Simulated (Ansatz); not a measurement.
The parent structure is Se (space group P3_121, No. 152; a = 4.507 Å, c = 4.989 Å; made of chains). Axes: x lies along a and z along c of the hexagonal cell.

Structures relaxed with r2SCAN, PAW, 500 eV (Ansatz, a quantum-chemistry and plane-wave program; no spin-orbit coupling), earlier PAW set.

Base:

Simulated powder pattern, Mo Kα, λ = 0.71073 Å (kinematic, ideal powder, no thermal factors, no anomalous dispersion; the 8 strongest lines at most, above 2 %, up to 2θ = 40°):

```csv
2θ (°),I/Imax (%),hkl
10.45,52,(100)
13.28,100,(101)
19.47,36,(012)
19.93,31,(111)
22.55,28,(201)
26.74,17,(022)
27.88,24,(210)
37.57,18,(123)
```

After one change:

Simulated powder pattern, Mo Kα, λ = 0.71073 Å (kinematic, ideal powder, no thermal factors, no anomalous dispersion; the 8 strongest lines at most, above 2 %, up to 2θ = 40°):

```json
[
 {"2θ (°)": "10.61", "I/Imax (%)": "45"},
 {"2θ (°)": "13.49", "I/Imax (%)": "100"},
 {"2θ (°)": "18.44", "I/Imax (%)": "19"},
 {"2θ (°)": "19.78", "I/Imax (%)": "36"},
 {"2θ (°)": "20.25", "I/Imax (%)": "28"},
 {"2θ (°)": "22.91", "I/Imax (%)": "27"},
 {"2θ (°)": "28.33", "I/Imax (%)": "23"},
 {"2θ (°)": "38.19", "I/Imax (%)": "17"}
]
```

Q: Name the change that was made.
A) isotropic strain −1.55 %
B) isotropic strain −0.33 %
C) biaxial strain +0.93 %, plane normal [001], relaxed out of plane
D) strain tensor (xx, yy, zz, yz, xz, xy) = (+0.72, +1.86, −0.16, +1.11, −0.88, −1.33) %

A: A, isotropic strain −1.55 %. Its volume per atom is 27.91 Å³ against 29.25 Å³, and its space group is P3_121 (No. 152).

Whether these cells are dynamically stable was not tested. No dispersion term is included, though the crystal is made of layers, chains or molecules, so its spacings can come out too wide.
